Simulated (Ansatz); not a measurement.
# A self-consistent single point of YGa2Ni (Cmcm, 8 atoms in the cell) with Ansatz

Method of the run: LDA (PW92), default PAW files made with PBE (plane waves; Ansatz, a quantum-chemistry and plane-wave program).

This input was run:

Ansatz 0.2 input:
```yaml
# YGa2Ni
crystal:
  lattice:
    - [2.031570, -5.085120, 0.000000]
    - [2.031570, 5.085120, 0.000000]
    - [0.000000, 0.000000, 6.618480]
  atoms:
    - { symbol: Y, position: [0.931230, 0.068770, 0.750000] }
    - { symbol: Y, position: [0.068770, 0.931230, 0.250000] }
    - { symbol: Ga, position: [0.648840, 0.351160, 0.944900] }
    - { symbol: Ga, position: [0.351160, 0.648840, 0.055100] }
    - { symbol: Ga, position: [0.351160, 0.648840, 0.444900] }
    - { symbol: Ga, position: [0.648840, 0.351160, 0.555100] }
    - { symbol: Ni, position: [0.211850, 0.788150, 0.750000] }
    - { symbol: Ni, position: [0.788150, 0.211850, 0.250000] }
basis:
  ecutwfc: 420.0 eV
kpoints:
  mp_grid: { grid: [7, 7, 4] }
hamiltonian:
  xc: lda
  pseudopotentials: { kind: paw }
scf:
  occupations: { method: cold, width: 0.2 eV }
output:
  forces: true
  eigenvalues: true
  stress: true
```

Log, with long lists cut:

```
WARN ansatz: RAYON_NUM_THREADS=1 ignored (pool sized by the plan → 1); use --threads N
Pseudopotentials: kind: paw
Pseudopotential: Y, paw, valence charge 11
Pseudopotential: Ga, paw, valence charge 13
Pseudopotential: Ni, paw, valence charge 18
Crystal: 8 atoms, lattice volume = 136.748 Å³
Basis set: ecut = 420 eV, 2657 PW (Γ)
Bands: 66, of which v1, the nominal top of the filled ones, is band 55 counted from 1 (54 counted from 0)
Symmetry: 8 space group operations
Space group: Cmcm (ITA 63), of the structure as read, at distance tolerance 5.2e-5 Å
k-points: 48 of 196
PAW frozen core: Y, regenerated for the run's functional, and the local potential with it
PAW frozen core: Ga, regenerated for the run's functional, and the local potential with it
PAW frozen core: Ni, regenerated for the run's functional, and the local potential with it
Initial density: superposition of atomic densities (neutral atoms: chi_scale 0, normalization atom), corrected by the library's trained network
Initial wavefunctions: pseudopotential atomic-orbital guess
Eigensolver: davidson
Functional: x = slater, c = lda
SCF iter   1: F=—  HF=-33871.465109 eV  |F-HF|=—  |Δ(HF+E_count)|=         —  Δρ=1.10e-2  dr2=7.55e-2  ethr=1.77e-3  ⟨swp⟩=5.7  Hψ=10671  notcnv=0
all-band conjugate gradients solve this SCF's bands
preconditioner: auto → Kerker (q_TF=auto, 2.631 Å⁻¹)
SCF iter   2: F=—  HF=-33871.454076 eV  |F-HF|=—  |Δ(HF+E_count)|=   1.10e-2  S|Δr|=    0.00e0  Δρ=3.70e-3  dr2=1.16e-2  ethr=6.86e-5  ⟨swp⟩=2.4  Hψ=5577  notcnv=0
SCF iter   3: F=—  HF=-33871.451911 eV  |F-HF|=—  |Δ(HF+E_count)|=   2.16e-3  S|Δr|=    0.00e0  Δρ=1.32e-3  dr2=2.02e-3  ethr=1.06e-5  ⟨swp⟩=2.2  Hψ=4093  notcnv=0
SCF iter   4: F=—  HF=-33871.451487 eV  |F-HF|=—  |Δ(HF+E_count)|=   4.24e-4  S|Δr|=    0.00e0  Δρ=4.84e-4  dr2=3.97e-4  ethr=1.83e-6  ⟨swp⟩=2.0  Hψ=4868  notcnv=0
SCF iter   5: F=—  HF=-33871.451293 eV  |F-HF|=—  |Δ(HF+E_count)|=   1.94e-4  S|Δr|=    0.00e0  Δρ=1.67e-4  dr2=3.85e-5  ethr=3.61e-7  ⟨swp⟩=2.0  Hψ=4850  notcnv=0
SCF iter   6: F=—  HF=-33871.451348 eV  |F-HF|=—  |Δ(HF+E_count)|=   5.52e-5  S|Δr|=    0.00e0  Δρ=2.64e-5  dr2=6.97e-7  ethr=3.50e-8  ⟨swp⟩=2.0  Hψ=5008  notcnv=0
SCF iter   7: F=—  HF=-33871.451349 eV  |F-HF|=—  |Δ(HF+E_count)|=   1.83e-7  S|Δr|=    0.00e0  Δρ=1.44e-5  dr2=2.55e-7  ethr=9.09e-11  ⟨swp⟩=8.5  Hψ=14186  notcnv=0
SCF iter   8: F=-33871.451349 eV  HF=-33871.451349 eV  |F-HF|=1.06e-8  |Δ(HF+E_count)|=   2.82e-8  S|Δr|=    0.00e0  Δρ=3.27e-6  dr2=1.07e-8  ethr=9.09e-11  ⟨swp⟩=3.9  Hψ=10220  notcnv=0
SCF 1 converged in 8 iterations: F = -33871.451349 eV  dr2 = 1.07e-8
SCF converged after 8 iterations
Stability not checked (fill_not_monotonic)
Free energy (F): -33871.451349 eV
Harris-Foulkes:  -33871.451349 eV  (|F-HF|=1.06e-8)
Internal energy: -33871.465501 eV  (E = F + TS)
E sigma→0 (E₀):  -33871.456066 eV
Entropy (-TS):   0.014153 eV (1.769 meV/atom)
Fermi energy:    12.540888 eV
--- Per-component energies (eV) ---
  E_band       = -911.919255
  E_kinetic    = 1652.319037
  E_local      = -17566.923297  (includes V_loc(G=0)·N_el)
  E_nonlocal   = 3084.856610
  E_hartree    = 7795.022130
  E_xc         = -794.807037
  E_vxc        = -859.379917  (∫ρ·V_xc dr)
  E_paw        = -16221.628191  (= ΣΔE_a)
  E_vpaw       = -2812.841606  (= ΣTr[D̂ρ^β])
  E_aug_tail   = 0.000395  (compensation charges beyond the density's cutoff)
  E_ewald      = -11828.746481
  E_core_change = 8.441332  (= ΣΔE_core)
  E_smearing   = 0.014153  (= −TS)
  E_closure    = -0.000000  (closes the sum)
  Σ components = -33871.451349   (vs F -33871.451349, Δ=0.00e0)
--- Forces (eV/Å), atoms counted from 1 ---
  atom   1  Y      0.00000000     0.06686491    -0.00000000
  atom   2  Y     -0.00000000    -0.06686491     0.00000000
  atom   3  Ga     0.00000000    -0.04878259     0.02609764
  atom   4  Ga    -0.00000000     0.04878259    -0.02609764
  atom   5  Ga    -0.00000000     0.04878259     0.02609764
  atom   6  Ga     0.00000000    -0.04878259    -0.02609764
  atom   7  Ni    -0.00000000    -0.05756429    -0.00000000
  atom   8  Ni     0.00000000     0.05756429     0.00000000
  max |Σ_I F_I| component: 6.94e-18 eV/Å
--- Stress (GPa, compression-positive) ---
       -5.552424       0.000000       0.000000
        0.000000      -5.524720      -0.000000
        0.000000      -0.000000      -5.432915
  P = ⅓ Tr σ = -5.5034 GPa (-55.034 kbar)
  The stress holds the Pulay correction. Without it, at fixed plane waves, as pw.x and ABINIT print it: P = -5.5383 GPa
--- Band table (eV; the first three rows and the last of 48) ---
  k-point 0: bands = ["-89.7198", "-89.7197", "-50.5915", "-50.5911", "-50.5456", "-50.5455", "-50.5133", "-50.5132", "-29.6123", "-29.5893", "-9.9017", "-9.6851", "-9.6671", "-9.6616", "-9.6259", "-9.6255", "-2.1098", "-2.0816", "-2.0503", [...]
  k-point 1: bands = ["-89.7198", "-89.7197", "-50.5915", "-50.5912", "-50.5456", "-50.5456", "-50.5133", "-50.5132", "-29.6089", "-29.5927", "-9.8716", "-9.7193", "-9.6602", "-9.6564", "-9.6312", "-9.6299", "-2.0997", "-2.0776", "-2.0411", [...]
  k-point 2: bands = ["-89.7197", "-89.7197", "-50.5913", "-50.5913", "-50.5456", "-50.5456", "-50.5132", "-50.5132", "-29.6008", "-29.6008", "-9.7971", "-9.7971", "-9.6441", "-9.6441", "-9.6438", "-9.6438", "-2.0818", "-2.0818", "-2.0155", [...]
  k-point 47: bands = ["-89.7197", "-89.7197", "-50.5913", "-50.5913", "-50.5456", "-50.5456", "-50.5132", "-50.5132", "-29.6005", "-29.6005", "-9.8068", "-9.8068", "-9.6469", "-9.6469", "-9.6434", "-9.6434", "-2.0854", "-2.0854", "-2.0197", [...]
```

The run converged in 8 iterations.

The starting cell comes from a database of computed structures (which also holds hypothetical and non-ambient phases and stackings), without a prior relaxation at this level. Spin polarisation is off. With a pressure of about -6 GPa the cell is away from its equilibrium volume at this level. Ansatz's pressure includes its estimate of the finite-basis (Pulay) stress.
